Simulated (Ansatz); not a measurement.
System: Si vacancy in tetragonal WSi2 (neutral cell). The step: one Si atom jumps into the vacancy from a nearby Si site; the atom moves 2.33 Å along (0.43, -0.43, -0.16) of the unit cell; the moving atom starts with neighbours 2 Si at 2.59, Si at 2.66, Si at 2.74, 2 Si at 3.01, 2 Si at 3.34; W at 2.58, W at 2.62, 2 W at 2.66, W at 2.78 Å and ends with 2 Si at 2.59, Si at 2.66, Si at 2.74, 2 Si at 3.01, 2 Si at 3.34; W at 2.58, W at 2.62, 2 W at 2.66, W at 2.78 Å. DFT values are from Ansatz (plane-wave PAW, 420 eV unless said) in a cell of 54 host sites, spin-restricted, static, with no finite-size correction. Forms of the defect that were not tried may lie lower. For the PBE band: the saddle point's order was not checked, and it lies on a symmetry element of the cell, where a band can be held.

```tsv
Level	Forward barrier (eV)	Cost of the band or of the saddle's single point
CHGNet universal potential (has no charge state), its own band	0.23	-
PBE, a 3×3×3 k-point mesh shifted by half a step, band relaxed	0.60	around 2.3 core-hours (rough)
PBE, a 4×4×5 k-point mesh shifted by half a step, same geometries	0.60	around 17 core-minutes (rough)
r2SCAN at 500 eV, a 3×3×3 k-point mesh shifted by half a step, same geometries	…	around 11 core-minutes (rough)
```

Task: Some entries are withheld; supply them.

Result: 
- r2SCAN at 500 eV, a 3×3×3 k-point mesh shifted by half a step, same geometries, Forward barrier (eV): 0.61

Ansatz is a first-principles code.
